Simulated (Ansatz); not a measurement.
**Effect of x(In) = 0.5, 8 atoms, Pm on Tl**

Consider Tl in the hcp (Mg type) structure (space group P6_3/mmc, No. 194; a = 3.5200 Å, c = 5.6016 Å).

The other end (x = 1) is In in the hcp (Mg type) structure (space group P6_3/mmc, No. 194; a model cell, its experimental status unchecked): 26.42 Å³/atom, gap zero; this end may not be an ambient phase.

One thing is altered: a fraction x = 0.5 of the Tl sites is given to In, ordered in a cell of 8 atoms (starting symmetry Pm) and fully relaxed.

The values are results of Ansatz (an electronic-structure program), r2SCAN, PAW, cutoff 500 eV, no spin-orbit coupling, not measurements. k-mesh 8×14×5 (Γ-centred); smearing 0.05 eV (Fermi–Dirac), for the changed cell.

The density decreases by 2.03 g/cm³, from 11.29 g/cm³ to 9.26 g/cm³ and the band gap is still zero. The mixing energy is +0.01 eV/atom (to 0.01 eV only: unlike meshes or grids) (against an end that may be hypothetical).

Cost of the whole job for the changed cell (relaxation, final SCF and bands): around 50 core-minutes (rough).

Each cell is one ordered arrangement of few atoms, which overstates ordering effects compared with a random alloy. Stability against distortions was not tested. This is not the structure that In has at room temperature and ambient pressure.
